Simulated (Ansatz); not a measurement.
Rock-salt TaC: Voigt–Reuss–Hill shear modulus by level of theory

No measured value is used here.

```tsv
level (code)	value (GPa)	cell (Å³/atom)
LDA (Ansatz)	240	10.75
LDA+SOC (Ansatz)	240	10.73
PBE (Ansatz)	…	11.21
PBEsol (Ansatz)	232	10.94
PBEsol+SOC (Ansatz)	232	10.92
RPBE (Ansatz)	…	11.35
PBE-D3(BJ) (Ansatz)	232	10.97
HSE06 (Ansatz)	240	11.01
```

Problem. Some entries are withheld; supply them.

Solution. 
- PBE (Ansatz, a program for electronic structure), value (GPa): 219
- RPBE (Ansatz), value (GPa): 213

Density-functional levels without +SOC have no spin–orbit coupling. PBE-D3(BJ): the dispersion coefficients are held fixed in the derivatives. HSE06: hybrids on metals are sensitive to the k mesh. HSE06: the run warned that the count of filled bands differs between k points. Each level is taken at its own relaxed cell. K meshes differ between the levels. Ansatz's density-functional and Hartree–Fock values are scalar-relativistic unless marked +SOC, with PAW data made under PBE.
